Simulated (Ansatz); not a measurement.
An Ansatz (a program for electronic structure) run: CsSnI3 with a change (Sn → Mo); Ansatz r2SCAN, scalar-relativistic without spin-orbit coupling.

Input:

Ansatz 0.2 input:
```yaml
crystal:
  lattice:
    - [5.6710584405, 0, 0]
    - [0, 5.6710584405, 0]
    - [0, 0, 5.6710584405]
  atoms:
    - { symbol: Cs, position: [0, 0, 0] }
    - { symbol: Mo, position: [0.5, 0.5, 0.5] }
    - { symbol: I, position: [0, 0.5, 0.5] }
    - { symbol: I, position: [0.5, 0.5, 0] }
    - { symbol: I, position: [0.5, 0, 0.5] }
basis: { ecutwfc: 500, ecutrho_ratio: 4, xc_grid: 4, fft_grid_basis: typed }
kpoints: { mp_grid: { grid: [8, 8, 8] } }
hamiltonian:
  xc: r2scan
  dispersion: none
  pseudopotentials: { kind: paw }
scf: { occupations: { method: fermi_dirac, width: 0.05 }, convergence: { dr2_threshold: 0.0000000005 } }
output: { forces: true, stress: true }
checkpoint: { write: state.ck, write_every: 1000 }
```

Output (explanatory and most iteration lines left out):

```
Pseudopotential: Cs, paw, valence charge 9
Pseudopotential: Mo, paw, valence charge 14
Pseudopotential: I, paw, valence charge 17
Crystal: 5 atoms, lattice volume = 182.386 Å³
Basis set: ecut = 500 eV, 4625 PW (Γ), exchange–correlation on 180×180×180 points (64 copies of the dense FFT grid, shifted against one another)
Bands: 42, of which v1, the nominal top of the filled ones, is band 37 counted from 1 (36 counted from 0)
Symmetry: 48 space group operations
Space group: Pm-3m (ITA 221), of the structure as read, at distance tolerance 5.7e-5 Å
k-points: 35 of 512
Functional: x = r2scan, c = r2scan; τ floored in thin density (d = 2e-4 eV/Å³)
SCF iter   1: F=—  HF=-33239.436059 eV  |F-HF|=—  |Δ(HF+E_count)|=         —  Δρ=6.55e-3  dr2=3.83e-2  dr2_τ=4.80e-2  ethr=1.77e-3  ⟨swp⟩=9.0  Hψ=6480  notcnv=0
SCF iter   2: F=—  HF=-33239.487815 eV  |F-HF|=—  |Δ(HF+E_count)|=   5.18e-2  Δρ=2.00e-3  dr2=9.20e-3  dr2_τ=6.30e-4  ethr=5.18e-5  ⟨swp⟩=3.1  Hψ=3619  notcnv=0
SCF 1 converged in 10 iterations: F = -33239.485757 eV  dr2 = 1.32e-11
SCF converged after 10 iterations
Free energy (F): -33239.485757 eV
Internal energy: -33239.404925 eV  (E = F + TS)
E sigma→0 (E₀):  -33239.445341 eV
Entropy (-TS):   -0.080832 eV (-16.166 meV/atom)
Fermi energy:    8.152660 eV
--- Forces (eV/Å), atoms counted from 1 ---
  atom   1  Cs     0.00000000     0.00000000     0.00000000
  atom   2  Mo     0.00000000     0.00000000     0.00000000
  atom   3  I      0.00000000     0.00000000    -0.00000000
  atom   4  I      0.00000000    -0.00000000     0.00000000
  atom   5  I     -0.00000000    -0.00000000    -0.00000000
--- Stress (GPa, compression-positive) ---
        0.004134       0.000000       0.000000
        0.000000       0.004134       0.000000
        0.000000       0.000000       0.004134
  P = ⅓ Tr σ = 0.0041 GPa (0.041 kbar)
```

Whether these cells are dynamically stable was not tested. All final runs are without spin polarisation. The cell was made from CsSnI3 by this change: Sn → Mo; the result is a hypothetical phase, not in the database extracts checked. Many cubic perovskites are stable only at high temperature; tilts and polar distortions were not tested. CsMoI3 has a high density of states at the Fermi level and may be magnetic at this level.
